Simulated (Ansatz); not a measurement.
## Mg3Sb2: x(Sn) = 0.25, 10 atoms, Cm

The reference is Mg₃Sb₂ (space group P-3m1, No. 164; a = 4.5959 Å, c = 7.2716 Å).

The other end (x = 1) is Mg3Sn2 (space group P-3m1, No. 164; a hypothetical phase, not in the database extracts checked): 26.51 Å³/atom, gap zero; this end may not be an ambient phase.

Perturbation: Sn replaces 25.0 % of the Sb, ordered in a cell of 10 atoms (starting symmetry Cm) and fully relaxed.

Computed with PBE (Ansatz, a program for electronic structure; PAW; 420 eV plane waves; spin-orbit coupling left out). Γ-centred 11×11×7 mesh, Fermi–Dirac width 0.05 eV, for the changed cell.

- Volume per atom: 26.62 Å³ (base 26.60 Å³)
- Density: 3.93 g/cm³ (base 3.95 g/cm³)
- Shortest interatomic distance: 5.350 bohr (base 5.380 bohr)
- Band gap: zero (base 0.15 eV)
- Mixing energy: +0.02 eV/atom (to 0.01 eV only: unlike meshes or grids) (against an end that may be hypothetical)
- Deviation of the volume from the linear (Vegard-type) interpolation: +0.2 %

Final structure:

```
CELL_PARAMETERS angstrom
      8.22191    -2.24871     0.00000
      8.22191     2.24871     0.00000
     -3.85900     0.00000     7.20031
ATOMIC_POSITIONS crystal
  Sn 0.10215 0.10215 0.77224
  Sb 0.61679 0.61679 0.28635
  Sb 0.88594 0.88594 0.21424
  Sb 0.39067 0.39067 0.72352
  Mg 0.00547 0.00547 0.01220
  Mg 0.50015 0.50015 0.48562
  Mg 0.31175 0.31175 0.97166
  Mg 0.82031 0.82031 0.48230
  Mg 0.68290 0.68290 0.02309
  Mg 0.18388 0.18388 0.52879
```

Cost of the whole job for the changed cell (relaxation, final SCF and bands): about 40 core-minutes (a rough figure).

Each cell is one ordered arrangement of few atoms, which overstates ordering effects compared with a random alloy. With Sb present, leaving out spin-orbit coupling can change the band edges. No phonon test of stability was made. All final runs are without spin polarisation. An odd electron count without spin: Mg6SnSb3. The zero or small gap of Mg3Sb2 can change with the level of theory.
